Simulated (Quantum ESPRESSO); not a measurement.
A user runs Quantum ESPRESSO on Co₂Pd (P-3m1, 3 atoms in the cell) and asks whether the run is sound. The aim is a self-consistent single point with DFT, LDA (PZ), plane waves, GBRV 1.5 ultrasoft (LDA) pseudopotentials.

Cell that was meant: a = 2.5836 Å, b = 2.5836 Å, c = 6.1892 Å, α = 90.00°, β = 90.00°, γ = 120.00°.

Part of the input:

```fortran
/
&system
    ibrav = 0
    celldm(1) = 4.8822756286
    nat = 3
    ntyp = 2
    ecutwfc = 50
[...]
ATOMIC_SPECIES
Co    58.9332  co_lda_v1.2.uspp.F.UPF
Pd   106.4200  pd_lda_v1.4.uspp.F.UPF
ATOMIC_POSITIONS angstrom
Co    0.3333322182    0.6666670210    0.6502209814
Co    0.6666655047    0.3333335105    0.3497804904
Pd    0.0000000000    0.0000000000    0.0000000000
K_POINTS automatic
10 10 4  0 0 0
CELL_PARAMETERS alat
   1.0000000000     0.0000000000     0.0000000000
  -0.4999998065     0.8660251302     0.0000000000
   0.0000000000     0.0000000000     2.3955675613
```

Log, with long lists cut:

```
     G-vector sticks info
     --------------------
     sticks:   dense  smooth     PW     G-vecs:    dense   smooth      PW
   [... lines left out ...]
         3        Pd     tau(   3) = (   0.0000000   0.0000000   0.0000000  )

     number of k points=   204  Marzari-Vanderbilt smearing, width (Ry)=  0.0100

     Number of k-points >= 100: set verbosity='high' to print them.

     Dense  grid:    32595 G-vectors     FFT dimensions: (  32,  32,  75)

     Smooth grid:    11477 G-vectors     FFT dimensions: (  24,  24,  54)

     Initial potential from superposition of free atoms

     starting charge      47.5000, renormalised to      50.0000

     negative rho (up, down):  2.511E-02 2.805E-02
     Self-consistent Calculation

     iteration #  1     ecut=    50.00 Ry     beta= 0.40

     negative rho (up, down):  2.955E-02 3.145E-02

     total energy              =    -668.52304066 Ry
     estimated scf accuracy    <       8.50559624 Ry

     total magnetization       =     1.16 Bohr mag/cell
     absolute magnetization    =     1.20 Bohr mag/cell

     iteration #  2     ecut=    50.00 Ry     beta= 0.40

     negative rho (up, down):  3.204E-02 3.334E-02

     total energy              =    -670.18237977 Ry
     estimated scf accuracy    <       3.03674384 Ry

   [... lines left out ...]

     total energy              =    -670.50484912 Ry
     estimated scf accuracy    <          2.5E-10 Ry

     total magnetization       =     0.00 Bohr mag/cell
     absolute magnetization    =     0.00 Bohr mag/cell

     iteration # 15     ecut=    50.00 Ry     beta= 0.40

     negative rho (up, down):  3.814E-02 3.814E-02

     Magnetic moment per site  (integrated on atomic sphere of radius R)
     atom   1 (R=0.089)  charge=  3.4745  magn=  0.0000
     atom   2 (R=0.089)  charge=  3.5896  magn=  0.0000
     atom   3 (R=0.131)  charge=  2.0824  magn=  0.0000
     End of self-consistent calculation

     Number of k-points >= 100: set verbosity='high' to print the bands.

     the Fermi energy is    20.3888 ev

!    total energy              =    -670.50484912 Ry
     estimated scf accuracy    <          2.5E-11 Ry
     smearing contrib. (-TS)   =      -0.00005402 Ry
     internal energy E=F+TS    =    -670.50479509 Ry

     total magnetization       =     0.00 Bohr mag/cell
     absolute magnetization    =     0.00 Bohr mag/cell

     convergence has been achieved in  15 iterations

     negative rho (up, down):  3.814E-02 3.814E-02

     Forces acting on atoms (cartesian axes, Ry/au):

     atom    1 type  1   force =  -137.03061275  178.59054849  163.70274796
   [... lines left out ...]
     Total force =   408.702984     Total SCF correction =     0.000045
   [... lines left out ...]

     negative rho (up, down):  3.814E-02 3.814E-02
          total   stress  (Ry/bohr**3)                   (kbar)     P=   101152.41
   0.83870899  -0.12470657  -0.08133519       123378.35   -18344.97   -11964.82
  -0.12470657   0.65660154   0.59757269       -18344.97    96589.42    87905.98
  -0.08133519   0.59757269   0.56754983       -11964.82    87905.98    83489.46

   JOB DONE.
```

Q: Can these results be used? Check the input.

A: The run is not sound. The fault is this: crystal numbers under an angstrom card. Numbers meant as fractions of the cell vectors were read as lengths, or the reverse, so the atoms sit in the wrong places. To fix it, make label and numbers agree, by changing either. The run converged in 15 iterations without an error; against the sound input the free energy rises by 567 eV/atom, the pressure goes from -5.07 to 10120 GPa, the largest force goes from 0.082 to 7156 eV/Å and the size of the net moment goes from 1.25 to 0.00 μB/atom.

The sound input it was made from differs as follows (other fixes are possible):
```diff
-    celldm(1) = 4.8822756286
+    celldm(1) = 4.8822748573
-ATOMIC_POSITIONS angstrom
-Co    0.3333322182    0.6666670210    0.6502209814
-Co    0.6666655047    0.3333335105    0.3497804904
+ATOMIC_POSITIONS crystal
+Co    0.3333333333    0.6666666667    0.6502200000
+Co    0.6666666667    0.3333333333    0.3497800000
-  -0.4999998065     0.8660251302     0.0000000000
-   0.0000000000     0.0000000000     2.3955675613
+  -0.5000000000     0.8660254038     0.0000000000
+   0.0000000000     0.0000000000     2.3955679397
```

With that input, the run converged in 18 iterations: free energy E − TS -10822.8219 eV; Fermi level (on the code's own zero) 18.94 eV; pressure -5.07 GPa; largest force (vector length) 0.082 eV/Å; size of the cell's spin moment 3.74 μB (DFT, LDA (PZ), plane waves, GBRV 1.5 ultrasoft (LDA) pseudopotentials).

On the sound input: the starting cell comes from a database of computed structures (which also holds hypothetical and non-ambient phases and stackings), without a prior relaxation at this level. Its lattice was rescaled by a random factor within 2.5 % of one. The magnetic order is the one reached from the typed start; others were not searched systematically. With a pressure of about -5 GPa the cell is away from its equilibrium volume at this level.
